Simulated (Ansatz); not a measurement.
Troubleshooting Ansatz (an electronic-structure program): a failed run on CsMg₆B (Amm2, 8 atoms in the cell). The aim is a self-consistent single point with DFT, LDA (PW92), plane waves, default PAW files made with PBE.

Cell that was meant: a = 3.3170 Å, b = 8.7819 Å, c = 8.7819 Å, α = 61.23°, β = 90.00°, γ = 90.00°.

Part of the input:

Ansatz 0.2 input:
```yaml
basis:
  ecutwfc: 30.9 Ry
kpoints:
  mp_grid: { grid: [5, 3, 3], shift: [1, 1, 1] }
hamiltonian:
  xc: lda
  pseudopotentials: { kind: paw }
```

The program printed (abridged):

```
Error: invalid value for `kpoints.mp_grid.shift`: each number counts steps of the mesh from Γ, half a step is 0.5 and a whole step moves no point: type 0.5 for a flag of 1, and leave whole steps out of any other number: each must be finite and in (-1, 1); got [1, 1, 1]
```

Task: Read the log: what does the program object to, and what is the fix?

Result: The fault is a mesh shift typed as a flag of 1. The shift is counted in steps of the mesh here, so half a step is 0.5; the flag 1 belongs to another code's convention. To fix it, type 0.5 for half a step, or no shift. The program stopped before any SCF iteration.

An input that runs soundly differs in these lines (not the only fix; some lines may just follow from the change or write a value another way):
```diff
-  mp_grid: { grid: [5, 3, 3], shift: [1, 1, 1] }
+  mp_grid: { grid: [5, 3, 3] }
```

With that input, the run converged in 8 iterations: free energy E − TS (on the zero of these files) -17060.9841 eV; Fermi level (on the code's own zero) 4.64 eV; pressure -3.51 GPa; largest force (vector length) 0.293 eV/Å (DFT, LDA (PW92), plane waves, default PAW files made with PBE).

On the sound input: the starting cell comes from a database of computed structures (which also holds hypothetical and non-ambient phases and stackings), without a prior relaxation at this level. Its lattice was rescaled by a random factor within 2.5 % of one. With a pressure of about -4 GPa the cell is away from its equilibrium volume at this level. Ansatz's pressure includes its estimate of the finite-basis (Pulay) stress. Without a gap this mesh is coarse (it stands for a supercell whose shortest vector is 17 Å).
